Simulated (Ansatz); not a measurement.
CdS (Fm-3m, No. 225, 2 atoms in the cell; start mp-370; high-pressure phase) was calculated with r²SCAN+rVV10 (Ansatz, a program for electronic structure, PAW).

Excerpt of the program's output:

```
WARN output.stress: scf.convergence.dr2_threshold = 1e-7 eV (the SCF's general default) is looser than the 2e-10 eV advised for a printed stress (1e-10 eV for …
Relaxation: its limit of steps is 80 (relax.max_steps)
Crystal: 2 atoms, lattice volume = 40.792 Å³
Basis set: ecut = 560 eV, 1243 PW (Γ), exchange–correlation on 90×90×90 points (27 copies of the dense FFT grid, shifted against one another)
Bands: 17, of which v1, the nominal top of the filled ones, is band 13 counted from 1 (12 counted from 0)
Symmetry: 48 space group operations
Space group: Fm-3m (ITA 225), of the structure as read, at distance tolerance 3.4e-5 Å
k-points: 47 of 1000
Functional: x = r2scan, c = r2scan + rvv10(b = 11.95, C = 0.0093); τ floored in thin density (d = 2e-4 eV/Å³)
SCF iter   1: F=—  HF=-9173.074049 eV  |F-HF|=—  |Δ(HF+E_count)|=         —  Δρ=7.09e-3  dr2=9.31e-3  dr2_τ=1.61e-2
SCF iter   2: F=—  HF=-9173.087424 eV  |F-HF|=—  |Δ(HF+E_count)|=   1.34e-2  Δρ=3.69e-3  dr2=2.34e-3  dr2_τ=4.36e-4
  ...
SCF 1 converged in 6 iterations: F = -9173.088486 eV  dr2 = 5.45e-8
Crystal: 2 atoms, lattice volume = 40.792 Å³
Initial density: handed on by an earlier stage of this run
SCF iter   1: F=—  HF=-9173.088486 eV  |F-HF|=—  |Δ(HF+E_count)|=         —  Δρ=1.14e-5  dr2=5.45e-8  dr2_τ=2.84e-9
SCF iter   2: F=-9173.088486 eV  HF=-9173.088486 eV  |F-HF|=4.14e-9  |Δ(HF+E_count)|=   1.13e-8  Δρ=4.87e-6  dr2=5.38e-9  dr2_τ=6.32e-10
SCF 2 converged in 2 iterations: F = -9173.088486 eV  dr2 = 5.38e-9
SCF converged after 2 iterations
Free energy (F): -9173.088486 eV
Internal energy: -9173.088486 eV  (E = F + TS)
E sigma→0 (E₀):  -9173.088486 eV
Fermi energy:    9.872247 eV
--- Stress (GPa, compression-positive) ---
       -1.644525       0.000000       0.000000
       -0.000000      -1.644525      -0.000000
        0.000000       0.000000      -1.644525
  P = ⅓ Tr σ = -1.6445 GPa (-16.445 kbar)
```

Question: Write an input file that could have produced this run (the log leaves some choices open).

Answer: This is not unique; one that fits is 
Ansatz 0.2 input:
```yaml
crystal:
  lattice:
    - [0.0, 2.7322239561, 2.7322239561]
    - [2.7322239561, 0.0, 2.7322239561]
    - [2.7322239561, 2.7322239561, 0.0]
  atoms:
    - { symbol: Cd, position: [0.0, 0.0, 0.0] }
    - { symbol: S, position: [0.5, 0.5, 0.5] }
basis:
  ecutwfc: 560
  ecutrho_ratio: 4
  xc_grid: 3
kpoints:
  mp_grid: { grid: [10, 10, 10] }
hamiltonian:
  xc: r2scan
  dispersion: rvv10
  pseudopotentials: { kind: paw }
scf:
  occupations: { method: fermi_dirac, width: 0.01 }
output:
  forces: true
  stress: true
  eigenvalues: true
relax:
  f_tol: 0.004
  escape_saddle: false
  max_steps: 80
```

The cell is one volume of an energy–volume scan, off the minimum.

The PAW data were made under PBE.

Note: the relaxation could not lower the start's symmetry, so the cell can be a saddle point above a distorted one.

A start named mp-… is a Materials Project structure, which need not be a measured phase.
